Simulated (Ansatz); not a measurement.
## ZnO: uniaxial strain ε_zz = −0.60 %

Consider ZnO in the wurtzite structure (space group P6_3mc, No. 186; a = 3.2795 Å, c = 5.2937 Å). Axes: x lies along a and z along c of the hexagonal cell.

One thing is altered: the cell is compressed by 0.60 % along z with no lateral relaxation, atoms relaxed at fixed cell.

The values are results of PBE (Ansatz, a first-principles code, PAW, spin-orbit coupling left out), not measurements. Settings: 12×12×6 k-points, 0.05 eV Fermi–Dirac smearing.

| quantity | base | changed | shift |
|---|---|---|---|
| volume per atom | 12.33 Å³ | 12.25 Å³ | -0.074 Å³ |
| shortest interatomic distance | 1.999 Å | 1.995 Å | -0.004 Å |
| energy relative to the base (free energy F) | 0 meV/atom | +0.3 meV/atom | +0.3 meV/atom |
| pressure (mean of the normal stresses, compression positive) | 0.00 GPa | 0.78 GPa | +0.78 GPa |
| band gap | 0.74 eV | 0.76 eV | +0.02 eV |
| gap character | direct at Γ | direct at Γ | – |
| width of the top valence band | 1.71 eV | 1.71 eV | 0.00 eV |
| electron mass | 0.14 mₑ (at Γ) | 0.14 mₑ (at Γ) | – |
| valence-band top at Γ (three highest levels, from the VBM) | 0.00, 0.00, -0.08 eV | 0.00, 0.00, -0.08 eV | – |
| stress (xx, yy, zz, yz, xz, xy; compression positive) | – | (0.56, 0.56, 1.21, 0.00, 0.00, 0.00) GPa | – |

Cost of the whole job for the changed cell (relaxation, final SCF and bands): roughly 40 core-seconds.

Masses are band curvatures over ±0.01 Å⁻¹ around the edge. Whether these cells are dynamically stable was not tested.
